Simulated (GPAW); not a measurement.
How a calculation on In2CuAgS4 (I-4, 8 atoms in the cell) responds to its settings

```xyz
8
Lattice="-2.8700 2.8700 5.7033 2.8700 -2.8700 5.7033 2.8700 2.8700 -5.7033" Properties=species:S:1:pos:R:3 pbc="T T T"
In     0.0000     2.8700     2.8516
In     0.0000     0.0000     5.7033
Cu     0.0000     0.0000     0.0000
Ag     2.8700     0.0000     2.8516
S      1.4919     1.5377     4.3696
S      1.5377    -1.4919     7.0370
S      1.3781     1.3323    -1.3337
S      1.3323     4.3619     1.3337
```

Base run A: GPAW with PBEsol, GPAW PAW datasets PBEsol (made by gpaw-setup), self-consistent single point.

Its settings: mode = pw; ecut = 850 eV; xc = PBEsol; kpts = 3 3 3; mesh shift (steps) = 0 0 0; occupations.name = methfessel-paxton; occupations.width = 0.272 eV; occupations.order = 0; nbands = -4; convergence.bands = -2; symmetry.symmorphic = false; symmetry.tolerance = 0.0005; maxiter = 120.

The starting cell comes from a database of computed structures (which also holds hypothetical and non-ambient phases and stackings), without a prior relaxation at this level. Spin polarisation is off. In the base run, with a pressure of about -3 GPa the cell is away from its equilibrium volume at this level. The run gives no clean gap (levels at the Fermi energy touch, overlap or are partly filled at this smearing), which alone does not show that the compound is a metal. Without a gap this mesh is coarse (it stands for a supercell whose shortest vector is 17 Å).

Absolute energies have different zeros for different potentials, functionals, Hubbard and dispersion terms and are not compared across them.

Runs:
- B: xc: PBEsol → LDA; nbands: -4 → -12; convergence.bands: -2 → default; potentials: GPAW PAW datasets LDA (gpaw-data 1.0.1) [LDA (Perdew-Wang 92)]
- C: xc: PBEsol → BLYP; nbands: -4 → -12; convergence.bands: -2 → default; potentials: GPAW PAW datasets BLYP (made by gpaw-setup) [BLYP]
- D: xc: PBEsol → MGGA_X_R2SCAN+MGGA_C_R2SCAN; nbands: -4 → -12; convergence.bands: -2 → default; potentials: GPAW PAW datasets PBE (gpaw-data 1.0.1) [r2SCAN]
- E: xc: PBEsol → vdW-DF2 (libvdwxc); nbands: -4 → -12; convergence.bands: -2 → default; potentials: GPAW PAW datasets PBE (gpaw-data 1.0.1) [vdW-DF2]
- F: xc: PBEsol → vdW-DF-cx (libvdwxc); nbands: -4 → -12; convergence.bands: -2 → default; potentials: GPAW PAW datasets PBE (gpaw-data 1.0.1) [vdW-DF-cx]

| run | pressure (GPa) | largest force (eV/Å) |
|---|---|---|
| A | -3.11 | 0.084 |
| B | -5.28 | 0.108 |
| C | ___ | 0.029 |
| D | ___ | 0.182 |
| E | 5.61 | 0.081 |
| F | ___ | 0.066 |

**Question.** What belongs in the gaps?

**Answer.** 
- C, pressure (GPa): 3.58
- D, pressure (GPa): -1.74
- F, pressure (GPa): -1.57

Left out of this page: 3 runs of the series held back from this collection.
